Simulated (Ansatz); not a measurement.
The starting structures come from a database of crystals and need not be the phases stable at ambient conditions.

By PBEsol, the system below comes out a metal.

A figure of merit of an interconnect metal is its ballistic conductance per area.

Input:

```xyz
4
Lattice="3.8554 0.0000 0.0000 0.0000 3.8554 0.0000 0.0000 0.0000 3.9341" Properties=species:S:1:pos:R:3 pbc="T T T"
Zr     0.0000     0.0000     0.0000
Rh     1.9277     1.9277     0.0000
Rh     0.0000     1.9277     1.9671
Rh     1.9277     0.0000     1.9671
```

Space group of this cell: P4/mmm. The cell is strained (lengths across the current scaled by 0.98, ions clamped); by PBEsol its mean pressure is 4.5 GPa.

The current flows along the normal of the first two printed cell vectors, the (001) (indices of the unstrained crystal) plane of the conventional cell. No spin-orbit coupling; the value is a mean over 0.1 eV about the Fermi level.

Q: Predict the ballistic conductance per area from PBEsol (Ansatz, an electronic-structure program).

A: 1.0 × 10¹⁵ S/m² for both spins.
